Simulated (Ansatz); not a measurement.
Levels about the gap of amorphous Hf$_{10}$Al$_{10}$O$_{35}$ (55 atoms in a cell of 661 Å³, 6.57 g/cm³; zone centre alone, so wide bands show as single levels with stretches between that a denser mesh fills), at the geometry that PBE relaxed, where it gives -3.1 GPa on a denser mesh. The participation number counts the atoms over which a state spreads; weights are charges in smoothed Voronoi cells. The levels come from a single point, so bond lengths are those of that geometry. Method of the levels: PBE, scalar-relativistic without spin-orbit coupling (Ansatz, a first-principles code). Sampling: the zone centre alone; Fermi-Dirac width 0.02 eV; no spin polarisation. At PBE the levels at the filled edge of the gap are localised (band-tail or defect states).

Preparation: random packing, a CHGNet melt and quench, and a DFT relaxation. O atoms were pushed apart under 1.9 Å during the dynamics, to hinder bonds among them. The hot cell started wider than the set density and was brought back towards it in steps. It is the lowest in DFT energy of 2 quenches. It is a model cell: composition and starting density were chosen by hand, and all elements were melted together. No dispersion term was used. A short ab initio anneal came between quench and relaxation. Its density started from a set value of 6.57 and ended at 6.57 g/cm³. The quench (nominally 380 K/ps over its main leg) was far faster than any real one, so the model tends to hold more defects than a real film. A cell of this size samples the disorder only roughly. The volume was held where the preparation left it and the shape relaxed, at a PBE pressure of -3.1 GPa (tension). Stress components on the final sampling reach 3.2 GPa.

| E - E(highest filled), eV | filling | participation number | largest on | weight O | weight Hf | weight Al |
|---|---|---|---|---|---|---|
| -0.44 | filled | 12.7 | O, 3 neighbours | 0.95 | 0.03 | 0.02 |
| -0.39 | filled | 15.5 | O, 3 neighbours | 0.95 | 0.03 | 0.02 |
| -0.37 | filled | 18.2 | O, 3 neighbours | 0.95 | 0.03 | 0.02 |
| -0.29 | filled | 13.5 | O, 2 neighbours | 0.94 | 0.05 | 0.01 |
| -0.11 | filled | 13.7 | O, 2 neighbours | 0.95 | 0.04 | 0.01 |
| -0.09 | filled | 8.9 | O, 2 neighbours | 0.95 | 0.04 | 0.01 |
| 0.00 | filled | 5.3 | O, 2 neighbours | 0.95 | 0.04 | 0.01 |
| 3.97 | empty | 35.6 | Hf, 6 neighbours | 0.56 | 0.32 | 0.12 |
| 4.10 | empty | 13.5 | Hf, 7 neighbours | 0.36 | 0.61 | 0.03 |
| 4.27 | empty | 18.1 | Hf, 7 neighbours | 0.38 | 0.59 | 0.03 |
| 4.35 | empty | 15.1 | Hf, 6 neighbours | 0.39 | 0.57 | 0.03 |
| 4.58 | empty | 17.6 | Hf, 7 neighbours | 0.35 | 0.60 | 0.04 |
| 4.67 | empty | 9.4 | Hf, 6 neighbours | 0.34 | 0.64 | 0.02 |
| 4.75 | empty | 17.5 | Hf, 6 neighbours | 0.38 | 0.59 | 0.04 |

Most localised among these is the filled level at +0.00 eV, on a O atom, which has 2 neighbours (Hf 1.94 Å, Hf 1.99 Å).
